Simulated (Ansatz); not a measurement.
```xyz
2
Lattice="14.0000 0.0000 0.0000 0.0000 11.0000 0.0000 0.0000 0.0000 3.0578" Properties=species:S:1:pos:R:3 pbc="T T T"
Sn     5.6970     5.5000     0.0000
Sn     8.3030     5.5000     1.5289
```

These are PBE (plane waves to 420 eV, PAW; Ansatz, a quantum-chemistry and plane-wave program) values and carry that method's errors. Mesh 1×1×100. No spin polarisation, so a magnetic state wasn't tested. It repeats along c; a and b span vacuum. A model structure. Symmetry and one short period hold its shape; lower forms weren't sought. Pairing along the axis, which can open a gap, is among the distortions not tried. Values not marked SOC lack spin–orbit coupling.

Question: Say what this body is, and give its properties.

Answer: Free triangular strip chain of Sn atoms. A hypothetical model.
| Item | Result |
|---|---|
| PBE gap | none (under 0.01 eV) |
| crossings of the Fermi level between Γ and the zone edge (49 points) | 4, each for both spins (ideal conductance 4 × 2e²/h) |
